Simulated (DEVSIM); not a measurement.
Device: Schottky contact on n-type In0.53Ga0.47As, at 300 K.

```tsv
layer (left to right)	material	thickness (μm)	Nd (cm⁻³)	τn (s)	τp (s)
1	In0.53Ga0.47As	0.390	1.1e16	5.9e-9	5.9e-9
```

Left contact: Schottky, work function 4.83 eV, emission velocity 6.2e6 cm/s. Right contact: ohmic. Voltage is applied to the left contact. Recombination: SRH at mid-gap, radiative. Mobility is μmin + (μ − μmin)/(1 + (N/Nref)^α).

This is a model device: material constants are rounded textbook-type values typed into the input, and sizes, dopings and lifetimes were drawn at random. Values at 300 K. The table also holds parameters that only a changed run uses.

| parameter | In0.53Ga0.47As |
|---|---|
| gap (eV) | 0.74 |
| affinity (eV) | 4.51 |
| permittivity | 13.9 |
| Nc (cm⁻³) | 2.1e17 |
| Nv (cm⁻³) | 7.7e18 |
| μn (cm²/Vs) | 12000 |
| μp (cm²/Vs) | 300 |
| μn,min | 300 |
| μp,min | 10 |
| Nref,n | 1.3e17 |
| Nref,p | 4.9e17 |
| αn | 0.48 |
| αp | 0.4 |
| B (cm³/s) | 9.6e-11 |
| Cn (cm⁶/s) | 5e-29 |
| Cp (cm⁶/s) | 5e-29 |

DEVSIM, 1D drift-diffusion, Boltzmann statistics, complete ionisation; no tunnelling, impact ionisation, image-force lowering or self-heating. Metal contacts follow the ideal Schottky-Mott rule: no Fermi-level pinning, no interface dipoles.

Base results: potential step across the device at zero bias (V) 0.244; dark forward voltage at 100 A/cm² (V) 0.124; largest field in the device at zero bias (V/cm) 25000.

Task: What follows from this one change: metal work function 4.83 → 4.88 eV?

Result: potential step across the device at zero bias 0.244 → 0.294 V; dark forward voltage at 100 A/cm² 0.124 → 0.174 V; largest field in the device at zero bias 25000 → 28000 V/cm.

Task: What follows from this one change: thickness of layer 1 0.39 → 0.14 μm?

Result: potential step across the device at zero bias little changed (0.244 V); dark forward voltage at 100 A/cm² little changed (0.124 V); largest field in the device at zero bias 25000 → 27000 V/cm.

Task: What follows from this one change: doping Nd of layer 1 1.1e+16 → 3.3e+14 cm^-3?

Result: potential step across the device at zero bias 0.244 → 0.153 V; dark forward voltage at 100 A/cm² 0.124 → 0.135 V; largest field in the device at zero bias 25000 → 4700 V/cm.
